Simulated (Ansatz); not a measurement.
We consider fluorite CoSi₂, described by PBE0-D3(BJ) (Ansatz, a first-principles code, plane waves, PAW).

Input file:

Ansatz 0.2 input:
```yaml
crystal:
  lattice:
    - [0.0, 2.6195766061, 2.6195766061]
    - [2.6195766061, 0.0, 2.6195766061]
    - [2.6195766061, 2.6195766061, 0.0]
  atoms:
    - { symbol: Co, position: [0.0, 0.0, 0.0] }
    - { symbol: Si, position: [0.25, 0.25, 0.25] }
    - { symbol: Si, position: [0.75, 0.75, 0.75] }
basis:
  ecutwfc: 460
  ecutrho_ratio: 4
  xc_grid: 2
kpoints:
  mp_grid: { grid: [10, 10, 10] }
hamiltonian:
  xc: pbe0
  dispersion: d3bj
  pseudopotentials: { kind: paw }
scf:
  occupations: { method: fermi_dirac, width: 0.05 }
  convergence: { dr2_threshold: 0.0000000003 }
output:
  forces: true
  stress: true
  eigenvalues: true
```

The run printed, among other lines:

```
WARN output.stress: scf.exx.energy_threshold = 1e-6 eV is looser than the 3e-8 eV advised for a stress under a hybrid functional (1e-8 eV for each atom of the …
Crystal: 3 atoms, lattice volume = 35.952 Å³
Basis set: ecut = 460 eV, 821 PW (Γ), exchange–correlation on 54×54×54 points (8 copies of the dense FFT grid, shifted against one another)
Bands: 17, of which v1, the nominal top of the filled ones, is band 13 counted from 1 (12 counted from 0)
Symmetry: 48 space group operations
Space group: Fm-3m (ITA 225), of the structure as read, at distance tolerance 3.3e-5 Å
k-points: 47 of 1000
Functional: x = pbe(κ = 0.804, μ = 0.2195149727645171), c = pbe(β = 0.06672455060314922), warm-up for x = 0.75 pbe(κ = 0.804, μ = 0.2195149727645171) + 0.25 exact, c = pbe(β = 0.06672455060314922)
SCF iter   1: F=—  HF=-6400.593121 eV  |F-HF|=—  |Δ(HF+E_count)|=         —  Δρ=9.62e-3  dr2=2.91e-2
SCF iter   2: F=—  HF=-6400.591109 eV  |F-HF|=—  |Δ(HF+E_count)|=   2.01e-3  Δρ=4.10e-3  dr2=7.13e-3
  ...
SCF 1 converged in 10 iterations: F = -6400.590799 eV  dr2 = 1.36e-10
Crystal: 3 atoms, lattice volume = 35.952 Å³
Initial density: handed on by an earlier stage of this run
Functional: x = 0.75 pbe(κ = 0.804, μ = 0.2195149727645171) + 0.25 exact, c = pbe(β = 0.06672455060314922)
SCF 2 converged in 10 iterations: F = -6399.587466 eV  dr2 = 1.56e-10
Crystal: 3 atoms, lattice volume = 35.952 Å³
SCF 3 converged in 8 iterations: F = -6399.605313 eV  dr2 = 1.01e-11
Crystal: 3 atoms, lattice volume = 35.952 Å³
Crystal: 3 atoms, lattice volume = 35.952 Å³
SCF 5 converged in 10 iterations: F = -6399.609130 eV  dr2 = 4.61e-11
Crystal: 3 atoms, lattice volume = 35.952 Å³
SCF iter   2: F=—  HF=-6399.609130 eV  |F-HF|=—  |Δ(HF+E_count)|=   1.75e-9  Δρ=4.52e-6  dr2=5.07e-9
SCF iter   3: F=-6399.609130 eV  HF=-6399.609130 eV  |F-HF|=1.64e-10  |Δ(HF+E_count)|=  4.76e-10  Δρ=1.05e-6  dr2=2.06e-10
SCF 6 converged in 3 iterations: F = -6399.609130 eV  dr2 = 2.06e-10
Free energy (F): -6399.609130 eV
Internal energy: -6399.607796 eV  (E = F + TS)
E sigma→0 (E₀):  -6399.608463 eV
Fermi energy:    13.672849 eV
--- Forces (eV/Å), atoms counted from 1 ---
  atom   1  Co     0.00000000    -0.00000000    -0.00000000
  atom   2  Si    -0.00000000    -0.00000000     0.00000000
  atom   3  Si    -0.00000000    -0.00000000     0.00000000
--- Stress (GPa, compression-positive) ---
       -0.016147       0.000000      -0.000000
        0.000000      -0.016147       0.000000
       -0.000000       0.000000      -0.016147
  P = ⅓ Tr σ = -0.0161 GPa (-0.161 kbar)
```

The PAW data were made under PBE.

Note: the run has no spin polarisation, so it can have missed a magnetic state. Note: the run warned that the count of filled bands differs between k points.

The result took around 4 core-minutes (rough).
